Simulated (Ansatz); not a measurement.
Input and output of a self-consistent single point for a (110) slab of CaPd (cut from a parent of space group no. 221; 8 atoms in the cell) (Ansatz, a first-principles code).

Level of theory: LDA (PW92), default PAW files made with PBE (plane waves; Ansatz).

```
CELL_PARAMETERS angstrom
      3.51621     0.00000     0.00000
      0.00000     4.97267     0.00000
      0.00000     0.00000    21.45901
ATOMIC_POSITIONS crystal
  Ca 0.00000 0.00000 0.32620
  Pd 0.50000 0.50000 0.32620
  Ca 0.00000 0.50000 0.44207
  Pd 0.50000 0.00000 0.44207
  Ca 0.00000 0.00000 0.55793
  Pd 0.50000 0.50000 0.55793
  Ca 0.00000 0.50000 0.67380
  Pd 0.50000 0.00000 0.67380
```

Reference input (self-consistent single point, DFT, LDA (PW92), plane waves, default PAW files made with PBE): basis.ecutwfc = 420 eV; kpoints.mp_grid.grid = 7 4 1; hamiltonian.xc = lda; hamiltonian.pseudopotentials = {kind: paw} (the program's default PAW files); scf.occupations.method = fermi_dirac; scf.occupations.width = 0.1 eV. This run's input differs from it in these lines:

Ansatz 0.2 input:
```diff
@@ -18,3 +18,3 @@
 kpoints:
-  mp_grid: { grid: [7, 4, 1] }
+  mp_grid: { grid: [6, 4, 1] }
 hamiltonian:
```

Output (repeated stretches shortened):

```
SCF iter   1: F=—  HF=-34471.684301 eV  |F-HF|=—  |Δ(HF+E_count)|=         —  Δρ=9.10e-3  dr2=4.68e-1  ethr=1.77e-3  ⟨swp⟩=12.3  Hψ=4454  notcnv=0
all-band conjugate gradients solve this SCF's bands
preconditioner: auto → LDOS
SCF iter   2: F=—  HF=-34471.767243 eV  |F-HF|=—  |Δ(HF+E_count)|=   8.29e-2  Δρ=1.42e-2  dr2=8.86e-1  ethr=4.18e-4  ⟨swp⟩=2.5  Hψ=1723  notcnv=0
   [... lines left out ...]
SCF iter   6: F=—  HF=-34471.604810 eV  |F-HF|=—  |Δ(HF+E_count)|=   2.75e-4  Δρ=4.17e-5  dr2=8.07e-6  ethr=4.79e-8  ⟨swp⟩=2.1  Hψ=1486  notcnv=0
SCF iter   7: F=—  HF=-34471.604810 eV  |F-HF|=—  |Δ(HF+E_count)|=   3.10e-8  Δρ=1.35e-5  dr2=8.84e-7  ethr=7.21e-9  ⟨swp⟩=2.0  Hψ=1105  notcnv=0
SCF iter   8: F=—  HF=-34471.604810 eV  |F-HF|=—  |Δ(HF+E_count)|=   1.75e-7  Δρ=4.14e-6  dr2=1.05e-7  ethr=8.93e-11  ⟨swp⟩=9.2  Hψ=3727  notcnv=0
SCF iter   9: F=-34471.604810 eV  HF=-34471.604810 eV  |F-HF|=2.71e-9  |Δ(HF+E_count)|=   2.20e-8  Δρ=1.16e-6  dr2=7.79e-9  ethr=8.93e-11  ⟨swp⟩=4.5  Hψ=2597  notcnv=0
SCF 1 converged in 9 iterations: F = -34471.604810 eV  dr2 = 7.79e-9
Free energy (F): -34471.604810 eV
Internal energy: -34471.498533 eV  (E = F + TS)
E sigma→0 (E₀):  -34471.551672 eV
Entropy (-TS):   -0.106277 eV (-13.285 meV/atom)
Fermi energy:    3.269154 eV
--- Forces (eV/Å), atoms counted from 1 ---
  atom   1  Ca    -0.00000000    -0.00000000     0.15150977
  atom   2  Pd    -0.00000000    -0.00000000     0.69050066
  atom   3  Ca     0.00000000     0.00000000    -0.13226701
  atom   4  Pd     0.00000000     0.00000000    -0.13163501
  atom   5  Ca    -0.00000000    -0.00000000     0.13226701
  atom   6  Pd    -0.00000000    -0.00000000     0.13163501
  atom   7  Ca     0.00000000     0.00000000    -0.15150977
  atom   8  Pd     0.00000000     0.00000000    -0.69050066
--- Stress (GPa, compression-positive) ---
       -2.978696      -0.000000       0.000000
       -0.000000      -3.900938       0.000000
        0.000000       0.000000      -2.401085
  P = ⅓ Tr σ = -3.0936 GPa (-30.936 kbar)
  The stress holds the Pulay correction. Without it, at fixed plane waves, as pw.x and ABINIT print it: P = -3.0987 GPa
```

The run converged in 9 iterations. Against the reference run the free energy rises by 3.6 meV/atom and the largest force goes from 0.729 to 0.691 eV/Å.

The starting cell comes from a database of computed structures (which also holds hypothetical and non-ambient phases and stackings), without a prior relaxation at this level. The slab is cut from that crystal, and its faces are unrelaxed. Its lattice was rescaled by up to half a per cent. Spin polarisation is off.
